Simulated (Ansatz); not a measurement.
The starting structures come from a database of crystals and need not be the phases stable at ambient conditions.

Here is the system:

```xyz
6
Lattice="4.2800 0.0010 -0.0013 2.1390 3.7071 -0.0013 0.0032 0.0018 9.7700" Properties=species:S:1:pos:R:3 pbc="T T T"
Hg     3.5921     1.1918    -0.0013
Hg     5.7340     2.5172     6.5111
Hg     1.3771     0.0003     3.2564
Se     3.2683     1.7560     4.8837
Se     1.1271     1.9515     1.6277
Se     4.1686     3.7085     8.1397
```

Space group of this cell: P3_221. The cell was relaxed by PBE-D3(BJ); by PBEsol its mean pressure is -1.2 GPa.

Transport runs along the normal of the first two printed cell vectors, the (001) plane of the conventional cell.

No gap correction and no spin-orbit coupling; mid-gap values are interpolated between computed energies.

**Question.** State the band gap and the smallest decay constant κ at mid-gap according to PBEsol (Ansatz, a quantum-chemistry and plane-wave program).

**Answer.** Gap 0.61 eV on a 12×12×4 mesh; κ = 0.155 1/Å, at (0.000, 0.500) of the in-plane reciprocal vectors. At the zone centre, at the nearest computed energy, the slowest state has κ = 0.26 1/Å.
